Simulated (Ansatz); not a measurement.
**How far to go with the k-point mesh: Sb (Im-3m, 1 atom in the cell)**

```
CELL_PARAMETERS angstrom
     -1.86198     1.86198     1.86198
      1.86198    -1.86198     1.86198
      1.86198     1.86198    -1.86198
ATOMIC_POSITIONS crystal
  Sb 0.00000 0.00000 0.00000
```

Method: LDA (PW92), default PAW files made with PBE (plane waves; Ansatz, a first-principles code).

Base settings: basis.ecutwfc = 420 eV; kpoints.mp_grid.grid = 12 12 12; hamiltonian.xc = lda; hamiltonian.pseudopotentials = {kind: paw} (the program's default PAW files); scf.occupations.method = gaussian; scf.occupations.width = 0.1 eV.

The second cell is the first with its lattice scaled by 0.98.

Only quantities that move along the ladder and can be compared are tabulated.

The count of work is k-points × plane waves × bands × iterations; it is no time. 

The starting cell comes from a database of computed structures (which also holds hypothetical and non-ambient phases and stackings), without a prior relaxation at this level. Its lattice was rescaled by up to half a per cent. Ansatz's pressure includes its estimate of the finite-basis (Pulay) stress.

Steps (kpoints.mp_grid.grid): 2 2 2; 3 3 3; 4 4 4; 5 5 5; 6 6 6; 7 7 7; 8 8 8; 9 9 9; 10 10 10; 11 11 11; 12 12 12; 13 13 13; 15 15 15; 16 16 16; 18 18 18; 22 22 22; 24 24 24; 27 27 27; 30 30 30; 33 33 33; 37 37 37; 41 41 41.

Q: What is the coarsest kpoints.mp_grid.grid that holds the energy of the compressed cell less the first within 0.5 meV/atom of the last step, with all finer ones?

A: 27 27 27, at 0.32 of the last step's count of work; the step before is off by 0.61 meV/atom.

Q: What is the coarsest kpoints.mp_grid.grid that holds the pressure within 0.2 GPa of the last step, with all finer ones?

A: 16 16 16, at 0.082 of the last step's count of work; the step before is off by 0.25 GPa.

Q: What is the coarsest kpoints.mp_grid.grid that holds the free energy within 0.5 meV/atom of the last step, with all finer ones?

A: 30 30 30, at 0.42 of the last step's count of work; the step before is off by 1.1 meV/atom.

| kpoints.mp_grid.grid | free energy less the last step's (meV/atom) | energy of the compressed cell less the first (meV/atom) | pressure (GPa) | count of work / last |
|---|---|---|---|---|
| 2 2 2 | -150.05 | 55.29 | 3.05 | 0.0015 |
| 3 3 3 | -336.26 | 44.89 | 1.93 | 0.0023 |
| 4 4 4 | 84.19 | -12.51 | -3.41 | 0.0039 |
| 5 5 5 | 32.87 | 1.27 | -2.01 | 0.0056 |
| 6 6 6 | 61.56 | 24.36 | 0.38 | 0.0090 |
| 7 7 7 | 83.61 | 7.54 | -1.12 | 0.011 |
| 8 8 8 | 21.87 | 8.27 | -1.33 | 0.014 |
| 9 9 9 | -18.29 | 12.93 | -1.01 | 0.017 |
| 10 10 10 | 14.36 | 19.33 | -0.22 | 0.027 |
| 11 11 11 | -0.87 | 6.98 | -1.51 | 0.027 |
| 12 12 12 | -9.55 | 13.58 | -0.78 | 0.041 |
| 13 13 13 | 2.18 | 8.80 | -1.14 | 0.047 |
| 15 15 15 | 2.09 | 10.18 | -1.20 | 0.068 |
| 16 16 16 | 2.11 | 12.01 | -0.91 | 0.082 |
| 18 18 18 | -0.74 | 12.64 | -0.96 | 0.11 |
| 22 22 22 | -1.62 | 13.29 | -0.87 | 0.19 |
| 24 24 24 | -0.35 | 11.49 | -1.02 | 0.23 |
| 27 27 27 | 1.06 | 12.07 | -0.93 | 0.32 |
| 30 30 30 | 0.17 | 11.81 | -0.96 | 0.42 |
| 33 33 33 | 0.12 | 11.88 | -0.96 | 0.55 |
| 37 37 37 | 0.22 | 12.25 | -0.93 | 0.75 |
| 41 41 41 | 0.00 | 12.10 | -0.95 | 1.0 |

The energy difference between the two cells stays within 1 meV/atom of the last step's from 24 24 24 on, the total only from 30 30 30 on: much of the error is common to both cells and cancels.

Two neighbours can agree and both be off: 13 13 13 and 15 15 15 differ by 0.09 meV/atom in the free energy, yet lie about 2.1 meV/atom from the last step.

Keys are those of Ansatz 0.2.
